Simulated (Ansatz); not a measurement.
# Defect calculation: Ge on the Ga site in beta Ga2O3

The numbers are results of PBE, PAW (plane waves to 420 eV; Ansatz, a first-principles code), not measurements. The supercell holds 160 host sites (1×4×2 repeats of a cell of 20 atoms), with a Γ-point k-point sampling for the final energies. Site at the start: the Ga(2) site. Energies of charged states are corrected for periodic images (point charge plus alignment at distant sites). Dielectric constants: PBE linear response of the host. Host gap at this level: 2.00 eV. Zone-centre sampling of a cell this small can put levels off by half an eV or more. PBE underestimates the host's gap, which shifts levels and can delocalise carriers. Spin–orbit coupling is left out. Each state is the lowest found from its start.

Charges with a result: +1, 0, −1. Others weren't obtained, and one of them could lie lower, also by skipping a charge.

```tsv
charge	moment (μB)	point group	largest move off a lattice site (Å)	image correction with alignment (eV)
+1	not spin-polarised	Cs	0.09	0.15
0*	quenched	–	0.08	–
−1†	not spin-polarised	–	0.08	0.03
```

* At this level the carrier isn't localised at the defect: at charge 0 electrons occupy the conduction band. Such a state is shallow or no state of the defect, and this cell gives it no level.

† Not settled in this cell, so no level is given: charge −1: carriers not clearly localised, level within 0.1 eV of a band edge or past it.

Point groups are those of the whole cell at tolerances of 0.03 and 0.1 Å ("near" where only the looser one holds); none is given for unsettled states.

Starting moments that weren't kept: charge 0 began with 1 μB and ended with 0.0.

Not the lowest form: the same atoms on another site or from another start ended lower, by 0.11 eV at charge +1.

Flagged in the runs: a host whose relaxation on this sampling wasn't shown to rest, zone-centre sampling.
